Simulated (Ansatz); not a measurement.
## Response to strain in TiB2

Start from TiB₂ (space group P6/mmm, No. 191).

```yaml
crystal:
  lattice:
    - [3.01738, 0.00000, 0.00000]
    - [-1.50869, 2.61313, 0.00000]
    - [0.00000, 0.00000, 3.18507]
  atoms:
    - { symbol: Ti, position: [0.00000, 0.00000, 0.00000] }
    - { symbol: B, position: [0.33333, 0.66667, 0.50000] }
    - { symbol: B, position: [0.66667, 0.33333, 0.50000] }
```

Cartesian axes are those of the cell as printed.

Strains are applied to the cell and any free atomic positions relax.

Computed with DFT with PBEsol, PAW potentials and a 420 eV plane-wave cutoff in Ansatz (a first-principles code), no SOC.

Candidates:
(a) uniaxial strain ε_zz = −1.77 %
(b) uniaxial strain ε_zz = +1.37 %
(c) isotropic strain −4.20 %

Notes on the quantities. energy relative to the base: free energy F.

Problem. Order them by energy relative to the base, lowest first.

Solution. (b) uniaxial strain ε_zz = +1.37 % (+2.2 meV/atom), (a) uniaxial strain ε_zz = −1.77 % (+3.9 meV/atom), (c) isotropic strain −4.20 % (+126 meV/atom)

A case with no gap was solved on a k-mesh chosen for an insulator, which is coarse for it. Without a gap, meshes like the base's 13×13×10 leave anisotropic stresses uncertain by several tenths of a GPa, and small strain energies with them. Stability against distortions was not tested. All final runs are without spin polarisation.
